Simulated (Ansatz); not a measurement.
NdSi2 (I4₁/amd, No. 141; cell taken from a computed entry) was calculated with r²SCAN in Ansatz (plane waves, PAW).

Settings: plane-wave cutoff 500 eV, 14×14×14 k mesh, Fermi–Dirac smearing 0.05 eV, spin-polarised start, scalar-relativistic PAW data made under PBE.

Computed at the level's own relaxed cell.

Task: Predict the volume per atom, lattice constant a and c axis length.

Result: 
- volume per atom: 20.61 Å³/atom
- lattice constant a: 4.256 Å
- c axis length: 13.651 Å

Note: the magnetic order was assumed, not searched for or taken from measurement; the relaxation could not lower the start's symmetry, so the cell can be a saddle point above a distorted one; the 4f shell is treated without U or exact exchange, so its levels and filling can be wrong.

Spin–orbit coupling is not included.

It cost very roughly 26 core-minutes of CPU time.

Ansatz is a quantum-chemistry and plane-wave program.
